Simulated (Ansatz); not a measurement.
Band structure of NaAsF6 (Fm-3m, 8 atoms in the cell).

```yaml
crystal:
  lattice:
    - [0.00000, 3.96592, 3.96592]
    - [3.96592, 0.00000, 3.96592]
    - [3.96592, 3.96592, 0.00000]
  atoms:
    - { symbol: Na, position: [0.50000, 0.50000, 0.50000] }
    - { symbol: As, position: [0.00000, 0.00000, 0.00000] }
    - { symbol: F, position: [0.78163, 0.78163, 0.21837] }
    - { symbol: F, position: [0.21837, 0.21837, 0.78163] }
    - { symbol: F, position: [0.21837, 0.78163, 0.78163] }
    - { symbol: F, position: [0.78163, 0.21837, 0.21837] }
    - { symbol: F, position: [0.78163, 0.21837, 0.78163] }
    - { symbol: F, position: [0.21837, 0.78163, 0.21837] }
```

Level of theory: PBEsol, default PAW files made with PBE (plane waves; Ansatz, an electronic-structure program).

Settings: kpoints.mp_grid.grid = 4 4 4; hamiltonian.xc = pbesol; hamiltonian.pseudopotentials = {kind: paw} (the program's default PAW files); scf.occupations.method = fixed; kpoints.band_path.npoints = 8.

The starting cell comes from a database of computed structures (which also holds hypothetical and non-ambient phases and stackings), without a prior relaxation at this level. Its lattice was rescaled by a random factor within 2.5 % of one.

**Question.** Predict the gap along the standard path and the places of the band edges.

**Answer.** The gap along the path is 5.69 eV, direct at Γ to within 0.01 eV.

Levels in eV from the top of the valence band on the path, bands 30 to 37:
```csv
point,30,31,32,33,34,35,36,37
Γ,-0.80,0.00,0.00,0.00,5.69,9.66,11.90,11.90
X,-0.83,-0.32,-0.32,0.00,6.72,10.85,11.97,12.00
W,-0.90,-0.32,-0.15,-0.15,6.77,11.23,11.23,11.23
K,-0.80,-0.29,-0.25,-0.07,6.75,10.93,11.04,12.09
L,-0.71,-0.17,-0.17,-0.11,6.61,10.04,11.06,12.57
U,-0.80,-0.29,-0.25,-0.07,6.75,10.93,11.04,12.09
```

Keys are those of Ansatz 0.2.
